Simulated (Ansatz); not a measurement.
# Ansatz run on a (001) slab of LaBPd3 (cut from a parent of space group no. 221; 10 atoms in the cell): self-consistent single point

Computed with PBEsol, default PAW files made with PBE (plane waves; Ansatz, a quantum-chemistry and plane-wave program).

This input was run:

Ansatz 0.2 input:
```yaml
crystal:
  lattice:
    - [4.395333, 0.000000, 0.000000]
    - [0.000000, 4.395333, 0.000000]
    - [0.000000, 0.000000, 20.593003]
  atoms:
    - { symbol: La, position: [0.000000, 0.000000, 0.446642] }
    - { symbol: B, position: [0.500000, 0.500000, 0.339921] }
    - { symbol: Pd, position: [0.000000, 0.500000, 0.339921] }
    - { symbol: Pd, position: [0.500000, 0.000000, 0.339921] }
    - { symbol: Pd, position: [0.500000, 0.500000, 0.446642] }
    - { symbol: La, position: [0.000000, 0.000000, 0.660079] }
    - { symbol: B, position: [0.500000, 0.500000, 0.553358] }
    - { symbol: Pd, position: [0.000000, 0.500000, 0.553358] }
    - { symbol: Pd, position: [0.500000, 0.000000, 0.553358] }
    - { symbol: Pd, position: [0.500000, 0.500000, 0.660079] }
basis:
  ecutwfc: 420.0
kpoints:
  mp_grid: { grid: [7, 7, 1] }
hamiltonian:
  xc: pbesol
  pseudopotentials: { kind: paw }
scf:
  occupations: { method: fermi_dirac, width: 0.1 }
output:
  forces: true
  eigenvalues: true
  stress: true
```

Output (repeated stretches shortened):

```
WARN ansatz: RAYON_NUM_THREADS=1 ignored (pool sized by the plan → 1); use --threads N
Pseudopotentials: kind: paw
Pseudopotential: La, paw, valence charge 11
Pseudopotential: B, paw, valence charge 3
Pseudopotential: Pd, paw, valence charge 18
Crystal: 10 atoms, lattice volume = 397.835 Å³
Basis set: ecut = 420 eV, 7845 PW (Γ), exchange–correlation on 60×60×288 points (8 copies of the dense FFT grid, shifted against one another)
Bands: 82, of which v1, the nominal top of the filled ones, is band 68 counted from 1 (67 counted from 0)
Symmetry: 8 space group operations
Space group: P4mm (ITA 99), of the structure as read, at distance tolerance 7.4e-5 Å
k-points: 10 of 49
PAW frozen core: La, regenerated for the run's functional, and the local potential with it
PAW frozen core: B, regenerated for the run's functional, and the local potential with it
PAW frozen core: Pd, regenerated for the run's functional, and the local potential with it
Initial density: superposition of atomic densities (neutral atoms: chi_scale 0, normalization atom), corrected by the library's trained network
Initial wavefunctions: pseudopotential atomic-orbital guess
Eigensolver: davidson
Functional: x = pbesol(κ = 0.804, μ = 0.12345679012345678), c = pbesol(β = 0.046)
SCF iter   1: F=—  HF=-54070.187597 eV  |F-HF|=—  |Δ(HF+E_count)|=         —  Δρ=7.77e-3  dr2=4.08e0  ethr=1.77e-3  ⟨swp⟩=7.0  Hψ=3512  notcnv=0
all-band conjugate gradients solve this SCF's bands
preconditioner: auto → LDOS
SCF iter   2: F=—  HF=-54070.071045 eV  |F-HF|=—  |Δ(HF+E_count)|=   1.17e-1  Δρ=7.28e-3  dr2=2.09e-1  ethr=1.77e-3  ⟨swp⟩=2.6  Hψ=1368  notcnv=0
SCF iter   3: F=—  HF=-54070.040043 eV  |F-HF|=—  |Δ(HF+E_count)|=   3.10e-2  Δρ=3.29e-3  dr2=5.56e-2  ethr=1.54e-4  ⟨swp⟩=2.2  Hψ=1408  notcnv=0
SCF iter   4: F=—  HF=-54070.032101 eV  |F-HF|=—  |Δ(HF+E_count)|=   7.94e-3  Δρ=7.28e-4  dr2=5.52e-3  ethr=4.09e-5  ⟨swp⟩=2.0  Hψ=1114  notcnv=0
SCF iter   5: F=—  HF=-54070.031358 eV  |F-HF|=—  |Δ(HF+E_count)|=   7.43e-4  Δρ=3.28e-4  dr2=6.56e-4  ethr=4.06e-6  ⟨swp⟩=2.0  Hψ=1205  notcnv=0
SCF iter   6: F=—  HF=-54070.031338 eV  |F-HF|=—  |Δ(HF+E_count)|=   1.98e-5  Δρ=9.65e-5  dr2=6.81e-5  ethr=4.82e-7  ⟨swp⟩=2.5  Hψ=1417  notcnv=0
SCF iter   7: F=—  HF=-54070.031411 eV  |F-HF|=—  |Δ(HF+E_count)|=   7.23e-5  Δρ=3.74e-5  dr2=1.01e-5  ethr=5.00e-8  ⟨swp⟩=2.1  Hψ=1354  notcnv=0
SCF iter   8: F=—  HF=-54070.031413 eV  |F-HF|=—  |Δ(HF+E_count)|=   2.62e-6  Δρ=1.29e-5  dr2=2.93e-6  ethr=7.41e-9  ⟨swp⟩=2.1  Hψ=1282  notcnv=0
SCF iter   9: F=—  HF=-54070.031414 eV  |F-HF|=—  |Δ(HF+E_count)|=   7.46e-7  Δρ=6.07e-6  dr2=4.25e-7  ethr=2.16e-9  ⟨swp⟩=2.1  Hψ=1253  notcnv=0
SCF iter  10: F=-54070.031414 eV  HF=-54070.031414 eV  |F-HF|=1.60e-9  |Δ(HF+E_count)|=   2.86e-7  Δρ=3.18e-6  dr2=5.70e-8  ethr=7.35e-11  ⟨swp⟩=9.8  Hψ=3915  notcnv=0
SCF 1 converged in 10 iterations: F = -54070.031414 eV  dr2 = 5.70e-8
SCF converged after 10 iterations
Free energy (F): -54070.031414 eV
Harris-Foulkes:  -54070.031414 eV  (|F-HF|=1.60e-9)
Internal energy: -54069.805848 eV  (E = F + TS)
E sigma→0 (E₀):  -54069.918631 eV
Entropy (-TS):   -0.225567 eV (-22.557 meV/atom)
Fermi energy:    4.533315 eV
--- Per-component energies (eV) ---
  E_band       = -2786.821806
  E_kinetic    = 3549.711555
  E_local      = -115319.374281  (includes V_loc(G=0)·N_el)
  E_nonlocal   = 1532.963264
  E_hartree    = 55598.574056
  E_xc         = -1339.513257
  E_vxc        = -1627.955375  (∫ρ·V_xc dr)
  E_paw        = -32920.154817  (= ΣΔE_a)
  E_vpaw       = -2119.258893  (= ΣTr[D̂ρ^β])
  E_aug_tail   = 0.001214  (compensation charges beyond the density's cutoff)
  E_ewald      = 34825.802832
  E_core_change = 2.183585  (= ΣΔE_core)
  E_smearing   = -0.225567  (= −TS)
  E_closure    = -0.000000  (closes the sum)
  Σ components = -54070.031414   (vs F -54070.031414, Δ=0.00e0)
--- Forces (eV/Å), atoms counted from 1 ---
  atom   1  La    -0.00000000     0.00000000    -0.48552845
  atom   2  B     -0.00000000     0.00000000    -0.17448346
  atom   3  Pd     0.00000000     0.00000000     0.68926718
  atom   4  Pd     0.00000000     0.00000000     0.68926718
  atom   5  Pd     0.00000000     0.00000000    -0.12712643
  atom   6  La     0.00000000     0.00000000     0.08652588
  atom   7  B      0.00000000     0.00000000     0.87295442
  atom   8  Pd    -0.00000000     0.00000000    -0.10379291
  atom   9  Pd    -0.00000000     0.00000000    -0.10379291
  atom  10  Pd     0.00000000     0.00000000    -1.34347886
  max |Σ_I F_I| component: 1.88e-4 eV/Å
--- Stress (GPa, compression-positive) ---
       -4.858079       0.000000       0.000000
        0.000000      -4.858079       0.000000
        0.000000       0.000000      -2.714436
  P = ⅓ Tr σ = -4.1435 GPa (-41.435 kbar)
  The stress holds the Pulay correction. Without it, at fixed plane waves, as pw.x and ABINIT print it: P = -4.1637 GPa
--- Band table (eV; the first three rows and the last of 10) ---
  k-point 0: bands = ["-80.3918", "-80.3562", "-80.3496", "-79.9476", "-79.9410", "-79.8649", "-46.3100", "-46.2426", "-46.2426", "-46.0761", "-46.0761", "-46.0479", "-46.0420", "-46.0420", "-46.0379", "-45.9620", "-45.9620", "-45.6469", "-45.6111", [...]
  k-point 1: bands = ["-80.3918", "-80.3559", "-80.3500", "-79.9473", "-79.9413", "-79.8649", "-46.3108", "-46.2419", "-46.2410", "-46.0775", "-46.0761", "-46.0468", "-46.0428", "-46.0427", "-46.0379", "-45.9618", "-45.9617", "-45.6469", "-45.6112", [...]
  k-point 2: bands = ["-80.3917", "-80.3550", "-80.3509", "-79.9464", "-79.9423", "-79.8649", "-46.3123", "-46.2404", "-46.2373", "-46.0805", "-46.0761", "-46.0450", "-46.0442", "-46.0441", "-46.0377", "-45.9612", "-45.9610", "-45.6468", "-45.6113", [...]
  k-point 9: bands = ["-80.3916", "-80.3532", "-80.3528", "-79.9445", "-79.9442", "-79.8649", "-46.3207", "-46.2596", "-46.2052", "-46.0825", "-46.0823", "-46.0754", "-46.0379", "-46.0374", "-46.0168", "-45.9914", "-45.9297", "-45.6468", "-45.6154", [...]
```

The run converged in 10 iterations.

The starting cell comes from a database of computed structures (which also holds hypothetical and non-ambient phases and stackings), without a prior relaxation at this level. The slab is cut from that crystal, and its faces are unrelaxed. Its lattice was rescaled by up to half a per cent. Spin polarisation is off. The two faces of this cut differ, and no dipole correction was used. Forces in this geometry exceed 1 eV/Å.
